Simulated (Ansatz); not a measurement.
Abridged Ansatz (a quantum-chemistry and plane-wave program) output:

```
Pseudopotential: Li, paw, valence charge 3
Pseudopotential: Ta, paw, valence charge 13
Pseudopotential: O, paw, valence charge 6
Crystal: 10 atoms, lattice volume = 108.323 Å³
Basis set: ecut = 420 eV, 2115 PW (Γ), exchange–correlation on 80×80×80 points (8 copies of the dense FFT grid, shifted against one another)
Bands: 44, of which v1, the nominal top of the filled ones, is band 34 counted from 1 (33 counted from 0)
Symmetry: 6 space group operations
k-points: 65 of 512 (time reversal used)
Functional: x = pbe(κ = 0.804, μ = 0.2195149727645171), c = pbe(β = 0.06672455060314922)
SCF iter   1: F=—  HF=-23690.771317 eV  |F-HF|=—  |Δ(HF+E_count)|=         —  Δρ=1.39e-3  dr2=7.95e-4  ethr=1.77e-3  ⟨swp⟩=6.1  Hψ=12109  notcnv=0  defer=15
SCF iter   2: F=—  HF=-23690.772392 eV  |F-HF|=—  |Δ(HF+E_count)|=   1.08e-3  Δρ=7.66e-4  dr2=1.78e-4  ethr=1.17e-6  ⟨swp⟩=2.0  Hψ=5588  notcnv=0  defer=39
SCF 1 converged in 7 iterations: F = -23690.773130 eV  dr2 = 8.70e-10
SCF converged after 7 iterations
Free energy (F): -23690.773130 eV
Internal energy: -23690.773130 eV  (E = F + TS)
E sigma→0 (E₀):  -23690.773130 eV
Fermi energy:    9.313860 eV
--- Forces (eV/Å), atoms counted from 1 ---
  atom   1  Li     0.00000000    -0.00000000     0.00045555
  atom   2  Li    -0.00000000    -0.00000000     0.00045555
  atom   3  Ta    -0.00000000     0.00000000    -0.00014844
  atom   4  Ta     0.00000000     0.00000000    -0.00014844
  atom   5  O      0.00007053     0.00056208    -0.00010146
  atom   6  O     -0.00052204    -0.00021996    -0.00010146
  atom   7  O      0.00045152    -0.00034212    -0.00010146
  atom   8  O     -0.00045152    -0.00034212    -0.00010146
  atom   9  O      0.00052204    -0.00021996    -0.00010146
  atom  10  O     -0.00007053     0.00056208    -0.00010146
--- Stress (GPa, compression-positive) ---
       -0.004133      -0.000000      -0.000000
       -0.000000      -0.004133       0.000000
       -0.000000       0.000000      -0.008805
  P = ⅓ Tr σ = -0.0057 GPa (-0.057 kbar)
```

Q: What was computed, and what are the main results?

A: LiTaO3, 10 atoms in the cell, with Ansatz, PBE, PAW, cutoff 420 eV, scalar-relativistic without spin-orbit coupling. The last SCF converged to F = -23690.773130 eV, or -2369.0773 eV per atom, at a pressure of -0.01 GPa. The total energy compares only with runs of the same code, potentials and settings.

With Ta present, leaving out spin-orbit coupling can change the band edges. No phonon test of stability was made. The cell is LiTaO$_{3}$ (space group R3c, No. 161).
